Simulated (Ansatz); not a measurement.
PBE against PBEsol: hypothetical zinc blende NaCl

Take NaCl in the zinc blende structure (space group F-43m, No. 216; a = 6.254 Å; a hypothetical phase, not in the database extracts checked) as the base.

(Cell as relaxed with PBE.)

Levels (all Ansatz, a first-principles code, PAW): PBE (420 eV, scalar-relativistic without spin-orbit coupling); PBEsol (420 eV, without spin-orbit coupling).

Each level relaxes its own structure.

| quantity | PBE | PBEsol |
|---|---|---|
| volume per atom | 30.57 Å³ | 29.48 Å³ |
| lattice parameter a | 6.254 Å | 6.178 Å |
| band gap | 4.85 eV | 4.84 eV |
| gap character | direct at Γ | direct at Γ |
| electron mass | 0.49 mₑ | 0.48 mₑ |

PBE's volume per atom lies 1.095 Å³ above PBEsol's (3.7 %); PBE's lattice parameter a lies 0.076 Å above PBEsol's (1.2 %); PBE's band gap lies 0.01 eV above PBEsol's; the two agree on the gap character. Neither level is exact; PBEsol is the comparison here, not a measurement.

Effective masses come from finite differences of ±0.01 Å⁻¹. Stability against distortions was not tested.
